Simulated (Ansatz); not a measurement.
Amorphous In24O39Ga2, 65 atoms at 6.35 g/cm³, one PBE-relaxed geometry, zone centre. Methods: PBE, scalar-relativistic without spin-orbit coupling (Ansatz, a quantum-chemistry and plane-wave program); r2SCAN, scalar-relativistic without spin-orbit coupling (Ansatz); HSE06, scalar-relativistic without spin-orbit coupling (Ansatz). Plane waves to 420 eV (r2SCAN 500 eV); exact exchange is cut at the cell's faces. At PBE the levels at the filled edge of the gap are localised (band-tail or defect states). All rungs ran without spin polarisation.

Preparation: random packing, a CHGNet melt and quench, and a DFT relaxation. O atoms were pushed apart under 1.9 Å during the dynamics, to hinder bonds among them. The hot cell started wider than the set density and was brought back towards it in steps. It is the lowest in DFT energy of 2 quenches. It is a model cell: composition and starting density were chosen by hand, and all elements were melted together. No dispersion term was used. Its density started from a set value of 6.42 and ended at 6.35 g/cm³. The quench (nominally 280 K/ps over its main leg) was far faster than any real one, so the model tends to hold more defects than a real film. One small periodic cell is one sample of the glass; other quenches scatter about these values. Volume and shape were free in the relaxation.

The relaxation ran on the zone centre alone. At PBE the level gap is 0.50 eV on a 2×2×2 Γ-centred mesh, and the spacing at the zone centre alone 0.51 eV.

### Question
What zone-centre spacing does r2SCAN give, roughly?

### Answer
0.99 eV (+0.48 eV against PBE).

### Question
What zone-centre spacing does HSE06 give, roughly?

### Answer
1.99 eV (+1.48 eV against PBE).

The highest filled and the lowest empty state spread over these numbers of atoms (participation numbers): PBE: 5.7 and 61.1; r2SCAN: 7.4 and 60.4; HSE06: 11.8 and 60.1.
